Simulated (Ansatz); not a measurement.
Consider CaO in the rock salt structure (space group Fm-3m, No. 225; a = 4.831 Å).

Calculations: Ansatz (a program for electronic structure), PBE, PAW, cutoff 420 eV, without spin-orbit coupling.

For the base:

- Valley order: X along ⟨100⟩ 3.66 eV; Γ 4.61 eV
- Lattice parameter a: 4.831 Å

Perturbation: cell and atoms relaxed at a pressure of 1.8 GPa.

Problem. How does this affect the valley order, mean gap deformation potential ΔEg/Δln V and lattice parameter a?

Solution. The valley order (the lowest conduction-band minima on the path, energy above the VBM, named in the base's zone) changes from X along ⟨100⟩ 3.66 eV; Γ 4.61 eV to X along ⟨100⟩ 3.65 eV; Γ 4.74 eV; the mean gap deformation potential ΔEg/Δln V is +0.2 eV; the lattice parameter a shrinks by 0.0263 Å (4.831 Å → 4.804 Å).

Load acts through the strain it causes; cell and atoms are relaxed under it. No phonon test of stability was made.
